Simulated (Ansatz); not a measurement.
B interstitial in zinc-blende BAs (start: void with 4As nearest; 64-site cell, 2×2×2 shifted sampling). Level of theory: PBE, PAW (plane waves to 420 eV; Ansatz, a program for electronic structure). Total energies of the localised charge states, counted from that of charge +1, and their image corrections (point charge with alignment); the host's valence-band maximum lies at 10.804 eV on the cells' energy zero and its gap is 1.20 eV.

```
charge  moment (μB)  E − E(first) (eV)  correction (eV)
------  -----------  -----------------  ---------------
+1              0.0              0.000            0.272
0               1.0             11.260            0.000
```

Derive the transition levels above the valence-band maximum and say which of them are thermodynamic.

A level is the Fermi energy at which two charges have equal formation energy: ε(q/q′) = [E(q′) + corr(q′) − E(q) − corr(q)] / (q − q′) − E_VBM.
ε(+1/0) = [(11.260 + 0.000) − (0.000 + 0.272)] / 1 − 10.804 = 0.18 eV
Thermodynamic levels at least 0.1 eV inside the gap: (+1/0) at 0.18 eV. They hold to tenths of an eV in this cell. Only the charges listed were compared. At charge +3 the carrier sat in host band states, shallow at most. At charge +2 the carrier sat in host band states, shallow at most. The geometries come from one start. Flagged in the runs: a strain field that reaches the edge of the cell.
